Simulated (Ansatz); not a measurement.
We consider PbS (model structure, started from the zincblende type, F-43m, No. 216, 2 atoms in the cell), described by PBEsol (PAW; Ansatz, a program for electronic structure).

Numerical settings: plane-wave cutoff 520 eV, 10×10×10 k mesh, Fermi–Dirac smearing 0.01 eV, scalar-relativistic PAW data made under PBE.

Cell (relaxed at this level):

Space group F-43m (No. 216); a = 6.5430 Å, b = 6.5430 Å, c = 6.5430 Å, α = 90.00°, β = 90.00°, γ = 90.00°

```json
[
 {"atom": "S", "site": "4c", "symmetry": "-43m", "x": "0.2500", "y": "0.2500", "z": "0.2500"},
 {"atom": "Pb", "site": "4a", "symmetry": "-43m", "x": "0.0000", "y": "0.0000", "z": "0.0000"}
]
```
(The calculation used a cell of 2 atoms; values per cell refer to that cell.)

**Question.** What does this level give for the band gap, smallest direct gap on the k points sampled and Γ–Γ gap?

**Answer.** 
- band gap = 0.63 eV
- smallest direct gap on the k points sampled = 1.15 eV
- Γ–Γ gap = 4.23 eV

Note: the relaxation could raise the start's symmetry but not lower it, so the cell can be a saddle point.

Spin–orbit coupling is not included; with these elements it can move the gap by several tenths of an eV or more.

The computed numbers hold no vibrational or temperature effects.

Computing time: about 6 core-seconds (a rough figure).

A model structure was made by putting elements into a prototype or built by hand; it is no filed structure, need not be a known phase, and can be a saddle point held by its symmetry.
